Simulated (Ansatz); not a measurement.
Take InCl₃ in the ReO3 type structure (space group Pm-3m, No. 221; a = 5.028 Å; a hypothetical phase, not in the database extracts checked; relaxed with 0.1 eV smearing) as the base. Axes: x, y, z lie along the cube axes.

Structures relaxed with Ansatz (a quantum-chemistry and plane-wave program), PBEsol, PAW, cutoff 420 eV, no spin-orbit coupling.

Base:

Simulated powder pattern, Cu Kα, λ = 1.54184 Å (kinematic, ideal powder, no thermal factors, no anomalous dispersion; the 10 strongest lines at most, above 2 %, up to 2θ = 90°):

| 2θ (°) | I/Imax (%) | hkl |
|---|---|---|
| 17.64 | 100 | (100) |
| 25.04 | 22 | (110) |
| 35.71 | 35 | (200) |
| 40.10 | 47 | (210) |
| 44.12 | 11 | (211) |
| 51.40 | 23 | (220) |
| 54.77 | 22 | (221) |
| 67.12 | 9.4 | (320) |
| 78.42 | 12 | (322) |
| 86.57 | 9.9 | (420) |

After one change:

Simulated powder pattern, Cu Kα, λ = 1.54184 Å (kinematic, ideal powder, no thermal factors, no anomalous dispersion; the 10 strongest lines at most, above 2 %, up to 2θ = 90°):

| 2θ (°) | I/Imax (%) |
|---|---|
| 17.46 | 51 |
| 17.64 | 100 |
| 24.92 | 23 |
| 35.34 | 18 |
| 35.71 | 35 |
| 39.76 | 24 |
| 40.01 | 23 |
| 40.10 | 23 |
| 51.12 | 23 |
| 54.50 | 18 |

Question: Name the change that was made.
A) isotropic strain −1.13 %
B) biaxial strain −1.98 %, plane normal [110], relaxed out of plane
C) isotropic strain +4.66 %
D) uniaxial strain ε_xx = +1.03 %

Answer: D, uniaxial strain ε_xx = +1.03 %. Its volume per atom is 32.11 Å³ against 31.78 Å³, and its space group is P4/mmm (No. 123).

No phonon test of stability was made. The final runs are not spin-polarised.
